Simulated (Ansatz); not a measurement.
PbTe under a change: pressure −1 GPa

Take PbTe in the rock salt structure (space group Fm-3m, No. 225; a = 6.569 Å) as the base.

It is then changed as follows: hydrostatic tension (pressure −1 GPa).

Method: Kohn–Sham DFT with the PBE functional, run in Ansatz (a program for electronic structure) with PAW and 420 eV plane waves, spin-orbit coupling left out. Γ-centred 9×9×9 mesh, Fermi–Dirac width 0.05 eV.

The density shrinks by 0.21 g/cm³ (7.84 g/cm³ → 7.63 g/cm³) and the lattice parameter a rises by 0.061 Å (6.569 Å → 6.630 Å). The shortest interatomic distance increases by 0.030 Å to 3.315 Å and the band gap increases by 0.05 eV to 0.88 eV. The gap character remains direct at L and the mean gap deformation potential ΔEg/Δln V is +1.7 eV. The width of the top valence band decreases by 0.15 eV, from 2.52 eV to 2.37 eV and the electron mass changes from 0.31 mₑ along k, 0.11 mₑ across (at L) to 0.32 mₑ along k, 0.11 mₑ across (at L). The hole mass changes from 0.49 mₑ along k, 0.092 mₑ across (at L) to 0.53 mₑ along k, 0.10 mₑ across (at L) and the valley order (the lowest conduction-band minima on the path, energy above the VBM, named in the base's zone) becomes L along ⟨111⟩ 0.88 eV; a point along ⟨110⟩, about 0.5 Å⁻¹ from Γ 1.39 eV; a point along ⟨100⟩, about 0.3 Å⁻¹ from Γ 1.83 eV (base: L along ⟨111⟩ 0.83 eV; a point along ⟨110⟩, about 0.5 Å⁻¹ from Γ 1.36 eV; a point along ⟨100⟩, about 0.3 Å⁻¹ from Γ 1.81 eV).

Final structure:

```xyz
2
Lattice="0.0000 3.3151 3.3151 3.3151 0.0000 3.3151 3.3151 3.3151 0.0000" Properties=species:S:1:pos:R:3 pbc="T T T"
Te     3.3151     3.3151     3.3151
Pb     0.0000     0.0000     0.0000
```

Spin-orbit coupling, missing from the scalar runs, can matter with Pb and Te. Load acts through the strain it causes; cell and atoms are relaxed under it. Masses are band curvatures over ±0.01 Å⁻¹ around the edge. Along k means along the line from Γ to the band edge. Whether these cells are dynamically stable was not tested.
